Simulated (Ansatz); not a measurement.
Worked example: relaxation of the atoms of LuH2 (I4mm, 3 atoms in the cell) in Ansatz (an electronic-structure program).

Level of theory: LDA (PW92), default PAW files made with PBE (plane waves; Ansatz).

The change in words: one atom moved by 0.15 angstrom; relax: default → atoms; relax.f_tol: default → 0.1 eV/Å. Reference geometry:
```
CELL_PARAMETERS angstrom
      0.00000     2.50208     2.50208
      2.50208     0.00000     2.50208
      2.50208     2.50208     0.00000
ATOMIC_POSITIONS crystal
  Lu 0.00000 0.00000 0.00000
  H  0.25000 0.25000 0.25000
  H  0.75000 0.75000 0.75000
```

Reference input (self-consistent single point, DFT, LDA (PW92), plane waves, default PAW files made with PBE): basis.ecutwfc = 30.9 Ry; kpoints.mp_grid.grid = 11 11 11; hamiltonian.xc = lda; hamiltonian.pseudopotentials = {kind: paw} (the program's default PAW files); scf.occupations.method = gaussian; scf.occupations.width = 0.0073 Ry. This run's input differs from it in these lines:

```diff
@@ -6,3 +6,3 @@
   atoms:
-    - { symbol: Lu, position: [0.000000, 0.000000, 0.000000] }
+    - { symbol: Lu, position: [0.029975, 0.029975, -0.029975] }
     - { symbol: H, position: [0.250000, 0.250000, 0.250000] }
@@ -18,2 +18,4 @@
   occupations: { method: gaussian, width: 0.0073 Ry }
+relax:
+  f_tol: 0.1
 output:
```

Log, with long lists cut:

```
   [... SCF lines of the steps left out ...]
relax step   1: F+E_penalty+E_count = -14526.40649267 eV  Δ(F+E_penalty+E_count) = +0.000e0 eV  max|allowed force component| = 9.846e-1 eV/Å  Δτ_max = 0.0000 Å  (6 SCF iters, dr2 threshold 1.00e-4 eV, accepted)
relax step   2: F+E_penalty+E_count = -14526.41369167 eV  Δ(F+E_penalty+E_count) = -7.199e-3 eV  max|allowed force component| = 9.351e-1 eV/Å  Δτ_max = 0.1950 Å  (7 SCF iters, dr2 threshold 6.06e-5 eV, accepted)
relax step   3: F+E_penalty+E_count = -14526.48032525 eV  Δ(F+E_penalty+E_count) = -6.663e-2 eV  max|allowed force component| = 8.355e-3 eV/Å  Δτ_max = 0.0942 Å  (9 SCF iters, dr2 threshold 5.47e-5 eV, accepted)
relax step   4: F+E_penalty+E_count = -14526.48032525 eV  Δ(F+E_penalty+E_count) = -1.146e-9 eV  max|allowed force component| = 8.313e-3 eV/Å  Δτ_max = 0.0000 Å  (2 SCF iters, accepted)
the relaxation is at rest under the 8 symmetry operations that the run kept from its start: a minimum is not shown …
Stability not checked: this state was not tested for a lower state beside it, because too few of the mixer's solves of this state at the end of the SCF gave a …
Free energy (F): -14526.480325 eV
Internal energy: -14526.475779 eV  (E = F + TS)
E sigma→0 (E₀):  -14526.478052 eV
Entropy (-TS):   -0.004547 eV (-1.516 meV/atom)
Fermi energy:    13.210042 eV
--- Forces (eV/Å), atoms counted from 1 ---
  atom   1  Lu    -0.00000000     0.00000000     0.00831884
   [... lines left out ...]
  F+E_penalty+E_count = -14526.48032525 eV   max|allowed force component| = 8.313e-3 eV/Å
  atoms:
    - { symbol: Lu, position: [0.009823135919436423, 0.009823135919436423, -0.009823135919436423] }
    - { symbol: H, position: [0.2600759320402818, 0.2600759320402818, 0.23992406795971816] }
    - { symbol: H, position: [0.7600759320402818, 0.7600759320402818, 0.7399240679597182] }
```

The run converged. 

Summary of the result:
- Free energy E − TS (on the zero of these files): -14526.4803 eV
- Fermi level (on the code's own zero): 13.21 eV
- Pressure: -5.36 GPa
- Largest force (vector length): 0.008 eV/Å
- Relaxation steps: 4

The starting cell comes from a database of computed structures (which also holds hypothetical and non-ambient phases and stackings), without a prior relaxation at this level. Its lattice was rescaled by up to half a per cent. For this run, on top of that: one atom moved by 0.15 angstrom. The relaxation keeps the symmetry of its start, so its end need not be a minimum. Ansatz's pressure includes its estimate of the finite-basis (Pulay) stress.

Cost on one core of a shared machine: roughly 30 s.

Keys are those of Ansatz 0.2.
